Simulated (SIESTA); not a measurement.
Input and output of a self-consistent single point for Tl₃Ga (Fm-3m, 4 atoms in the cell) (SIESTA).

Method of the run: GGA PBEsol with spin-orbit coupling, numerical atomic orbitals TZP, PseudoDojo PBEsol fully relativistic norm-conserving potentials (rewritten from UPF to PSML) (SIESTA).

```
Tl3Ga
1.0
    0.00000     3.87739     3.87739
    3.87739     0.00000     3.87739
    3.87739     3.87739     0.00000
Tl Ga
3 1
Cartesian
  1.93870   1.93870   1.93870
  5.81609   5.81609   5.81609
  3.87739   3.87739   3.87739
  0.00000   0.00000   0.00000
```

Reference input (self-consistent single point, DFT, GGA PBEsol, numerical atomic orbitals TZP, PseudoDojo PBEsol standard norm-conserving potentials (rewritten from UPF to PSML)): XC.functional = GGA; XC.authors = PBEsol; potentials = PseudoDojo PBEsol standard; PAO.BasisSize = TZP; PAO.EnergyShift = 0.005 Ry; MeshCutoff = 400 Ry; kgrid.MonkhorstPack = 5 5 5; OccupationFunction = FD; ElectronicTemperature = 0.136 eV; MaxSCFIterations = 150; SCF.Mixer.Method = Pulay; SCF.Mixer.Weight = 0.1. This run's input differs from it in these lines:

```diff
@@ -1,2 +1,2 @@
-# files in the folder: Tl.psml Ga.psml (PseudoDojo PBEsol standard)
+# files in the folder: Tl.psml Ga.psml (PseudoDojo PBEsol fully relativistic)
 SystemName  Tl3Ga
@@ -36,2 +36,9 @@
 ElectronicTemperature        0.136 eV
+Spin                         spin-orbit
+%block DM.InitSpin
+  1 0.00 0.00 0.00
+  2 0.00 0.00 0.00
+  3 0.00 0.00 0.00
+  4 0.00 0.00 0.00
+%endblock DM.InitSpin
```

The program printed (abridged):

```
        iscf     Eharris(eV)        E_KS(eV)     FreeEng(eV)     dDmax    Ef(eV) dHmax(eV)
   scf:    1    -7012.014303    -7016.712680    -7016.886762  0.443607 -4.165370  2.350534
     spin moment: {S} , |S| = {   -0.00000    0.00000    0.00000 }     0.00000
   scf:    2    -7017.050334    -7016.884059    -7017.057453  0.034273 -4.193493  1.932031
     spin moment: {S} , |S| = {   -0.00000   -0.00000    0.00000 }     0.00000
   scf:    3    -7017.503234    -7017.257024    -7017.427182  0.146009 -4.329291  0.733850
     spin moment: {S} , |S| = {    0.00000    0.00000   -0.00000 }     0.00000
   [... lines left out ...]
   scf:   10    -7017.263314    -7017.263015    -7017.434072  0.000595 -4.364560  0.015163
     spin moment: {S} , |S| = {   -0.00000    0.00000    0.00000 }     0.00000
mix: Pulay -- inversion failed, > SVD [rank/size] 5 / 7
   scf:   11    -7017.263114    -7017.263006    -7017.434093  0.001105 -4.364099  0.000059
     spin moment: {S} , |S| = {    0.00000   -0.00000    0.00000 }     0.00000
mix: Pulay -- inversion failed, > SVD [rank/size] 5 / 7
   scf:   12    -7017.263006    -7017.263006    -7017.434093  0.000002 -4.364100  0.000047
     spin moment: {S} , |S| = {    0.00000    0.00000    0.00000 }     0.00000
SCF Convergence by DM+H criterion
max |DM_out - DM_in|         :     0.0000018872
max |H_out - H_in|      (eV) :     0.0000474214
SCF cycle converged after 12 iterations

Using DM_out to compute the final energy and forces

siesta: E_KS(eV) =            -7017.2630

siesta: E_KS - E_eggbox =     -7017.2630

siesta: Atomic forces (eV/Ang):
     1   -0.000041   -0.000041   -0.000041
     2    0.000041    0.000041    0.000041
     3   -0.000000   -0.000000   -0.000000
     4    0.000000    0.000000    0.000000
   Tot   -0.000000   -0.000000   -0.000000
   Max    0.000041
   Res    0.000029    sqrt( Sum f_i^2 / 3N )
   Max    0.000041    constrained

Stress tensor Voigt[x,y,z,yz,xz,xy] (kbar):       30.45       30.45       30.45       -0.17       -0.17       -0.17
(Free)E + p*V (eV/cell)    -7019.6499
   [... lines left out ...]
siesta: FreeEng =     -7017.434093
siesta: Cell volume =        116.586551 Ang**3
siesta:         -30.45059856        -30.45279857  kBar
   [... lines left out ...]
     1     0.151645   12.848355    0.000000   -0.000000    0.000000   -0.000000  Tl
     2     0.151645   12.848355    0.000000    0.000000    0.000000    0.000000  Tl
     3     0.224036   12.775964    0.000000    0.000000   -0.000000    0.000000  Tl
     4    -0.527326   13.527326    0.000000   -0.000000   -0.000000   -0.000000  Ga
 Total     0.000000                0.000000    0.000000    0.000000    0.000000
```

The run converged in 12 iterations. Against the reference run the pressure goes from -2.42 to -3.05 GPa.

The starting cell comes from a database of computed structures (which also holds hypothetical and non-ambient phases and stackings), without a prior relaxation at this level. Values carry the incompleteness of an atom-centred basis. With a pressure of about -3 GPa the cell is away from its equilibrium volume at this level.

Cost on one core of a shared machine: roughly 5 min.
